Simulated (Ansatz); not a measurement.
Base system: CsPbBr3 in the cubic perovskite structure (space group Pm-3m, No. 221; a = 5.770 Å). Axes: x, y, z lie along the cube axes.

Method: LDA (Ansatz, a first-principles code), no SOC.

Before the change:

| Item | Result |
|---|---|
| Valley order | R along ⟨111⟩ 1.17 eV; Γ 2.42 eV |
| Hole mass | 0.11 mₑ (at R) |

Now apply this change: the cell is compressed by 0.60 % along z with no lateral relaxation; the atoms relax in the strained cell.

### Question
How does this affect the stress?

### Answer
The stress (xx, yy, zz, yz, xz, xy; compression positive) amounts to (0.04, 0.04, 0.39, 0.00, 0.00, 0.00) GPa.

### Question
What does the calculation give for the valley order after the change?

### Answer
The valley order (the lowest conduction-band minima on the path, energy above the VBM, named in the base's zone) goes from R along ⟨111⟩ 1.17 eV; Γ 2.42 eV to R along [111] 1.12 eV; Γ 2.39 eV.

### Question
Predict the new hole mass.

### Answer
The hole mass goes from 0.11 mₑ (at R) to 0.10 mₑ (at R).

Spin-orbit coupling, missing from the scalar runs, can matter with Pb. The levels and masses belong to the bands next to the band gap. Effective masses come from finite differences of ±0.01 Å⁻¹. Stability against distortions was not tested. Many cubic perovskites are stable only at high temperature; tilts and polar distortions were not tested. This is not the structure that CsPbBr3 has at room temperature and ambient pressure.
